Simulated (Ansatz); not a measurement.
## Ansatz run on BaHfO₃ (Pm-3m, 5 atoms in the cell): self-consistent single point

Level of theory: PBE (plane waves, PAW; Ansatz, an electronic-structure program).

Input:

Ansatz 0.2 input:
```yaml
# BaHfO3
crystal:
  lattice:
    - [4.17000000, 0.00000000, 0.00000000]
    - [0.00000000, 4.17000000, 0.00000000]
    - [0.00000000, 0.00000000, 4.17000000]
  atoms:
    - { symbol: Ba, position: [0.00000000, 0.00000000, 0.00000000] }
    - { symbol: Hf, position: [0.50000000, 0.50000000, 0.50000000] }
    - { symbol: O, position: [0.50000000, 0.00000000, 0.50000000] }
    - { symbol: O, position: [0.00000000, 0.50000000, 0.50000000] }
    - { symbol: O, position: [0.50000000, 0.50000000, 0.00000000] }
kpoints:
  mp_grid:
    grid: [4, 4, 4]
hamiltonian:
  xc: pbe
  pseudopotentials:
    kind: paw
scf:
  occupations:
    method: gaussian
    width: 0.0007 Ry
output:
  forces: true
  eigenvalues: true
  stress: true
```

Output, abridged:

```
WARN basis.ecutwfc = 420 eV, the default
WARN ansatz: RAYON_NUM_THREADS=1 ignored (pool sized by the plan → 1); use --threads N
Pseudopotentials: kind: paw
Pseudopotential: Ba, paw, valence charge 10
Pseudopotential: Hf, paw, valence charge 26
Pseudopotential: O, paw, valence charge 6
Crystal: 5 atoms, lattice volume = 72.512 Å³
Basis set: ecut = 420 eV, 1365 PW (Γ), exchange–correlation on 60×60×60 points (8 copies of the dense FFT grid, shifted against one another)
Bands: 33, of which v1, the nominal top of the filled ones, is band 27 counted from 1 (26 counted from 0)
Symmetry: 48 space group operations
Space group: Pm-3m (ITA 221), of the structure as read, at distance tolerance 4.2e-5 Å
k-points: 10 of 64
Initial density: superposition of atomic densities (neutral atoms: chi_scale 0, normalization atom), corrected by the library's trained network
Initial wavefunctions: pseudopotential atomic-orbital guess
Eigensolver: davidson
Functional: x = pbe(κ = 0.804, μ = 0.2195149727645171), c = pbe(β = 0.06672455060314922)
SCF iter   1: F=—  HF=-23382.393939 eV  |F-HF|=—  |Δ(HF+E_count)|=         —  Δρ=7.85e-4  dr2=1.21e-4  ethr=1.77e-3  ⟨swp⟩=8.1  Hψ=1468  notcnv=0
all-band conjugate gradients solve this SCF's bands
preconditioner: auto → Resta (q_TF=auto, 2.598 Å⁻¹)
SCF iter   2: F=—  HF=-23382.394747 eV  |F-HF|=—  |Δ(HF+E_count)|=   8.08e-4  Δρ=6.47e-4  dr2=2.10e-4  ethr=2.25e-7  ⟨swp⟩=3.2  Hψ=944  notcnv=0  defer=12
SCF iter   3: F=—  HF=-23382.394803 eV  |F-HF|=—  |Δ(HF+E_count)|=   5.60e-5  Δρ=2.63e-4  dr2=2.14e-5  ethr=2.25e-7  ⟨swp⟩=2.0  Hψ=536  notcnv=0  defer=14
SCF iter   4: F=—  HF=-23382.394874 eV  |F-HF|=—  |Δ(HF+E_count)|=   7.08e-5  Δρ=9.43e-5  dr2=3.02e-6  ethr=3.95e-8  ⟨swp⟩=2.1  Hψ=575  notcnv=0  defer=14
SCF iter   5: F=—  HF=-23382.394880 eV  |F-HF|=—  |Δ(HF+E_count)|=   6.00e-6  Δρ=2.59e-5  dr2=4.03e-7  ethr=5.59e-9  ⟨swp⟩=2.0  Hψ=570  notcnv=0  defer=14
SCF iter   6: F=-23382.394880 eV  HF=-23382.394880 eV  |F-HF|=7.68e-9  |Δ(HF+E_count)|=   3.33e-7  Δρ=1.13e-5  dr2=8.98e-8  ethr=1.85e-10  ⟨swp⟩=9.4  Hψ=1696  notcnv=0
SCF 1 converged in 6 iterations: F = -23382.394880 eV  dr2 = 8.98e-8
SCF converged after 6 iterations
Free energy (F): -23382.394880 eV
Harris-Foulkes:  -23382.394880 eV  (|F-HF|=7.68e-9)
Internal energy: -23382.394880 eV  (E = F + TS)
E sigma→0 (E₀):  -23382.394880 eV
Fermi energy:    13.452506 eV
--- Per-component energies (eV) ---
  E_band       = -39.936660
  E_kinetic    = 1119.174020
  E_local      = -7999.607616  (includes V_loc(G=0)·N_el)
  E_nonlocal   = -1041.640432
  E_hartree    = 3645.268889
  E_xc         = -692.678376
  E_vxc        = -688.486871  (∫ρ·V_xc dr)
  E_paw        = -12628.020588  (= ΣΔE_a)
  E_vpaw       = 1280.067242  (= ΣTr[D̂ρ^β])
  E_aug_tail   = 0.007460  (compensation charges beyond the density's cutoff)
  E_ewald      = -5784.898235
  E_smearing   = -0.000000  (= −TS)
  E_closure    = 0.000000  (closes the sum)
  Σ components = -23382.394880   (vs F -23382.394880, Δ=0.00e0)
--- Forces (eV/Å), atoms counted from 1 ---
  atom   1  Ba    -0.00000000    -0.00000000     0.00000000
   [... zero for the other atoms too ...]
  max |Σ_I F_I| component: 2.02e-28 eV/Å
--- Stress (GPa, compression-positive) ---
        4.275988      -0.000000       0.000000
        0.000000       4.275988       0.000000
        0.000000       0.000000       4.275988
  P = ⅓ Tr σ = 4.2760 GPa (42.760 kbar)
  The stress holds the Pulay correction. Without it, at fixed plane waves, as pw.x and ABINIT print it: P = 3.7475 GPa
--- Band table (eV; the first three rows and the last of 10) ---
  k-point 0: bands = ["-48.2065", "-17.0070", "-17.0070", "-17.0070", "-13.4786", "-5.0146", "-4.4960", "-4.4960", "1.3517", "1.3517", "1.3517", "1.9420", "1.9420", "1.9420", "1.9621", "1.9621", "1.9621", "1.9625", "9.9911", "9.9911", "9.9911", [...]
  k-point 1: bands = ["-48.2062", "-17.0761", "-17.0048", "-17.0048", "-13.4405", "-5.0284", "-4.4846", "-4.2073", "1.3984", "1.3984", "1.4665", "1.9375", "1.9375", "1.9611", "1.9620", "1.9666", "1.9666", "1.9788", "8.9521", "9.8255", "9.8255", [...]
  k-point 2: bands = ["-48.2060", "-17.1431", "-17.0026", "-17.0026", "-13.4026", "-5.1252", "-4.4731", "-3.7923", "1.4475", "1.4475", "1.5827", "1.9310", "1.9310", "1.9600", "1.9616", "1.9716", "1.9716", "2.0353", "7.7174", "9.5981", "9.5981", [...]
  k-point 9: bands = ["-48.2049", "-17.1272", "-17.1272", "-17.1272", "-13.3327", "-3.8178", "-3.8178", "-3.8178", "0.8491", "0.8491", "0.8491", "1.9614", "1.9789", "1.9789", "1.9789", "2.0497", "2.0497", "2.0497", "7.2414", "7.9212", "7.9212", [...]
```

The run converged in 6 iterations.

The starting cell has typed, rounded lattice constants, without a prior relaxation at this level. Spin-orbit coupling is off. With a pressure of about 4 GPa the cell is away from its equilibrium volume at this level. Ansatz's pressure includes its estimate of the finite-basis (Pulay) stress. Without the estimate this run gives 3.75 GPa.
